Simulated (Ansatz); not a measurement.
We consider C (model structure, P4₁2₁2, No. 92, 12 atoms in the cell), described by r²SCAN+rVV10 (Ansatz, an electronic-structure program, plane waves, PAW).

The input as run:

Ansatz 0.2 input:
```yaml
crystal:
  lattice:
    - [3.7933711518, 0.0, 0.0]
    - [0.0, 3.7933711518, 0.0]
    - [0.0, 0.0, 4.6660844946]
  atoms:
    - { symbol: C, position: [0.9239233799, 0.0760766201, 0.75] }
    - { symbol: C, position: [0.4239233799, 0.4239233799, 0.0] }
    - { symbol: C, position: [0.0760766201, 0.9239233799, 0.25] }
    - { symbol: C, position: [0.5760766201, 0.5760766201, 0.5] }
    - { symbol: C, position: [0.6210939745, 0.1670878426, 0.5332747652] }
    - { symbol: C, position: [0.3329121574, 0.1210939745, 0.7832747652] }
    - { symbol: C, position: [0.3789060255, 0.8329121574, 1.0332747652] }
    - { symbol: C, position: [0.6670878426, 0.8789060255, 0.2832747652] }
    - { symbol: C, position: [0.1210939745, 0.3329121574, 0.2167252348] }
    - { symbol: C, position: [0.8329121574, 0.3789060255, -0.0332747652] }
    - { symbol: C, position: [0.8789060255, 0.6670878426, 0.7167252348] }
    - { symbol: C, position: [0.1670878426, 0.6210939745, 0.4667252348] }
basis:
  ecutwfc: 560
  ecutrho_ratio: 4
  xc_grid: 3
kpoints:
  mp_grid: { grid: [14, 14, 14] }
  band_path:
    path:
      - [0.0, 0.0, 0.0]
      - [0.0, 0.0625, 0.0]
      - [0.0, 0.125, 0.0]
      - [0.0, 0.1875, 0.0]
      - [0.0, 0.25, 0.0]
      - [0.0, 0.3125, 0.0]
      - [0.0, 0.375, 0.0]
      - [0.0, 0.4375, 0.0]
      - [0.0, 0.5, 0.0]
      - [0.0625, 0.5, 0.0]
      - [0.125, 0.5, 0.0]
      - [0.1875, 0.5, 0.0]
      - [0.25, 0.5, 0.0]
      - [0.3125, 0.5, 0.0]
      - [0.375, 0.5, 0.0]
      - [0.4375, 0.5, 0.0]
      - [0.5, 0.5, 0.0]
      - [0.458333, 0.458333, 0.0]
      - [0.416667, 0.416667, 0.0]
      - [0.375, 0.375, 0.0]
      - [0.333333, 0.333333, 0.0]
      - [0.291667, 0.291667, 0.0]
      - [0.25, 0.25, 0.0]
      - [0.208333, 0.208333, 0.0]
      - [0.166667, 0.166667, 0.0]
      - [0.125, 0.125, 0.0]
      - [0.083333, 0.083333, 0.0]
      - [0.041667, 0.041667, 0.0]
      - [0.0, 0.0, 0.083333]
      - [0.0, 0.0, 0.166667]
      - [0.0, 0.0, 0.25]
      - [0.0, 0.0, 0.333333]
      - [0.0, 0.0, 0.416667]
      - [0.0, 0.0, 0.5]
      - [0.0, 0.0625, 0.5]
      - [0.0, 0.125, 0.5]
      - [0.0, 0.1875, 0.5]
      - [0.0, 0.25, 0.5]
      - [0.0, 0.3125, 0.5]
      - [0.0, 0.375, 0.5]
      - [0.0, 0.4375, 0.5]
      - [0.0, 0.5, 0.5]
      - [0.0625, 0.5, 0.5]
      - [0.125, 0.5, 0.5]
      - [0.1875, 0.5, 0.5]
      - [0.25, 0.5, 0.5]
      - [0.3125, 0.5, 0.5]
      - [0.375, 0.5, 0.5]
      - [0.4375, 0.5, 0.5]
      - [0.5, 0.5, 0.5]
      - [0.458333, 0.458333, 0.5]
      - [0.416667, 0.416667, 0.5]
      - [0.375, 0.375, 0.5]
      - [0.333333, 0.333333, 0.5]
      - [0.291667, 0.291667, 0.5]
      - [0.25, 0.25, 0.5]
      - [0.208333, 0.208333, 0.5]
      - [0.166667, 0.166667, 0.5]
      - [0.125, 0.125, 0.5]
      - [0.083333, 0.083333, 0.5]
      - [0.041667, 0.041667, 0.5]
      - [0.0, 0.5, 0.083333]
      - [0.0, 0.5, 0.166667]
      - [0.0, 0.5, 0.25]
      - [0.0, 0.5, 0.333333]
      - [0.0, 0.5, 0.416667]
      - [0.5, 0.5, 0.083333]
      - [0.5, 0.5, 0.166667]
      - [0.5, 0.5, 0.25]
      - [0.5, 0.5, 0.333333]
      - [0.5, 0.5, 0.416667]
    npoints: 1
hamiltonian:
  xc: r2scan
  dispersion: rvv10
  pseudopotentials: { kind: paw }
scf:
  occupations: { method: fermi_dirac, width: 0.05 }
  convergence: { dr2_threshold: 0.0000000012 }
output:
  forces: true
  stress: true
  eigenvalues: true
  write_bands: true
```

From the output:

```
Crystal: 12 atoms, lattice volume = 67.143 Å³
Basis set: ecut = 560 eV, 2051 PW (Γ), exchange–correlation on 90×90×120 points (27 copies of the dense FFT grid, shifted against one another)
Bands: 36, of which v1, the nominal top of the filled ones, is band 24 counted from 1 (23 counted from 0)
Symmetry: 8 space group operations
Space group: P41212 (ITA 92), of the structure as read, at distance tolerance 4.1e-5 Å
k-points: 288 of 2744 (time reversal used)
Functional: x = r2scan, c = r2scan + rvv10(b = 11.95, C = 0.0093); τ floored in thin density (d = 2e-4 eV/Å³)
SCF iter   1: F=—  HF=-3005.489351 eV  |F-HF|=—  |Δ(HF+E_count)|=         —  Δρ=1.34e-2  dr2=4.42e-2  dr2_τ=1.86e0
SCF iter   2: F=—  HF=-3005.929625 eV  |F-HF|=—  |Δ(HF+E_count)|=   4.40e-1  Δρ=8.50e-3  dr2=1.66e-2  dr2_τ=7.38e-4
  ...
SCF iter   6: F=—  HF=-3005.932418 eV  |F-HF|=—  |Δ(HF+E_count)|=   1.11e-6  Δρ=9.76e-6  dr2=3.22e-8  dr2_τ=3.10e-9
SCF iter   7: F=-3005.932418 eV  HF=-3005.932418 eV  |F-HF|=6.01e-10  |Δ(HF+E_count)|=   2.04e-8  Δρ=2.36e-6  dr2=1.18e-9  dr2_τ=1.63e-10
SCF 1 converged in 7 iterations: F = -3005.932418 eV  dr2 = 1.18e-9
SCF converged after 7 iterations
Free energy (F): -3005.932418 eV
Internal energy: -3005.932418 eV  (E = F + TS)
E sigma→0 (E₀):  -3005.932418 eV
Fermi energy:    15.046233 eV
--- Forces (eV/Å), atoms counted from 1 ---
  atom   1  C     -0.00266381     0.00266381    -0.00000000
  atom   2  C     -0.00266381    -0.00266381     0.00000000
  atom   3  C      0.00266381    -0.00266381    -0.00000000
  atom   4  C      0.00266381     0.00266381     0.00000000
  atom   5  C     -0.00073433    -0.00070175     0.00209226
  atom   6  C      0.00070175    -0.00073433     0.00209226
  atom   7  C      0.00073433     0.00070175     0.00209226
  atom   8  C     -0.00070175     0.00073433     0.00209226
  atom   9  C     -0.00073433     0.00070175    -0.00209226
  atom  10  C      0.00070175     0.00073433    -0.00209226
  atom  11  C      0.00073433    -0.00070175    -0.00209226
  atom  12  C     -0.00070175    -0.00073433    -0.00209226
--- Stress (GPa, compression-positive) ---
       -0.002990       0.000000       0.000000
        0.000000      -0.002990       0.000000
        0.000000       0.000000      -0.001224
  P = ⅓ Tr σ = -0.0024 GPa (-0.024 kbar)
```

The PAW data were made under PBE.

Note: the relaxation could raise the start's symmetry but not lower it, so the cell can be a saddle point.

A model structure was made by putting elements into a prototype or built by hand; it is no filed structure, need not be a known phase, and can be a saddle point held by its symmetry.
